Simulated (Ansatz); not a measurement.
Results of LDA (Ansatz, an electronic-structure program, PAW) for Te (within 0.1 Å of Pm-3m, No. 221, 4 atoms in the cell; start mp-1178952; another form than the element's usual one).

Input:

Ansatz 0.2 input:
```yaml
crystal:
  lattice:
    - [3.1541015485, 0.0, 0.0]
    - [0.0, 4.426987962, 0.0]
    - [0.0, 0.0, 8.9528608005]
  atoms:
    - { symbol: Te, position: [0.5, 0.5000051745, 0.7599942721] }
    - { symbol: Te, position: [0.5, 0.4999948255, 0.2599942721] }
    - { symbol: Te, position: [0.5, 0.9999300226, 0.0100057279] }
    - { symbol: Te, position: [0.5, 0.0000699774, 0.5100057279] }
basis:
  ecutwfc: 520
  ecutrho_ratio: 4
  xc_grid: 2
kpoints:
  mp_grid: { grid: [18, 12, 6] }
hamiltonian:
  xc: lda
  dispersion: none
  pseudopotentials: { kind: paw }
scf:
  occupations: { method: fermi_dirac, width: 0.05 }
  convergence: { dr2_threshold: 0.0000000004 }
output:
  forces: true
  stress: true
  eigenvalues: true
```

Excerpt of the program's output:

```
WARN the atoms were moved onto the symmetric positions of the space group found under crystal.symmetry.tolerance 1.0e-5 (fractional …
Crystal: 4 atoms, lattice volume = 125.010 Å³
Basis set: ecut = 520 eV, 3367 PW (Γ), exchange–correlation on 48×72×144 points (8 copies of the dense FFT grid, shifted against one another)
Bands: 39, of which v1, the nominal top of the filled ones, is band 32 counted from 1 (31 counted from 0)
Symmetry: 8 space group operations
Space group: Pmma (ITA 51), of the structure as read, at distance tolerance 5.0e-5 Å
k-points: 280 of 1296
Functional: x = slater, c = lda
SCF iter   1: F=—  HF=-27308.725432 eV  |F-HF|=—  |Δ(HF+E_count)|=         —  Δρ=4.74e-3  dr2=1.24e-2
SCF iter   2: F=—  HF=-27308.715609 eV  |F-HF|=—  |Δ(HF+E_count)|=   9.82e-3  Δρ=7.66e-4  dr2=5.97e-4
  ...
SCF iter   6: F=—  HF=-27308.715157 eV  |F-HF|=—  |Δ(HF+E_count)|=   7.04e-8  Δρ=1.38e-6  dr2=2.05e-9
SCF iter   7: F=-27308.715157 eV  HF=-27308.715157 eV  |F-HF|=1.09e-11  |Δ(HF+E_count)|=  9.17e-10  Δρ=1.58e-7  dr2=1.51e-11
SCF 1 converged in 7 iterations: F = -27308.715157 eV  dr2 = 1.51e-11
SCF converged after 7 iterations
Free energy (F): -27308.715157 eV
Internal energy: -27308.694677 eV  (E = F + TS)
E sigma→0 (E₀):  -27308.704917 eV
Fermi energy:    9.787789 eV
--- Forces (eV/Å), atoms counted from 1 ---
  atom   1  Te    -0.00000000     0.00000000     0.00000000
  atom   2  Te    -0.00000000     0.00000000     0.00000000
  atom   3  Te     0.00000000     0.00006614     0.00000000
  atom   4  Te     0.00000000    -0.00006614    -0.00000000
--- Stress (GPa, compression-positive) ---
       -1.022860       0.000000      -0.000000
        0.000000      -1.006793      -0.000000
       -0.000000      -0.000000      -1.029218
  P = ⅓ Tr σ = -1.0196 GPa (-10.196 kbar)
```

The PAW data were made under PBE.

Note: cell and atoms aren't relaxed at this level (pressure -1.0 GPa).

A start named mp-… is a Materials Project structure, which need not be a measured phase.
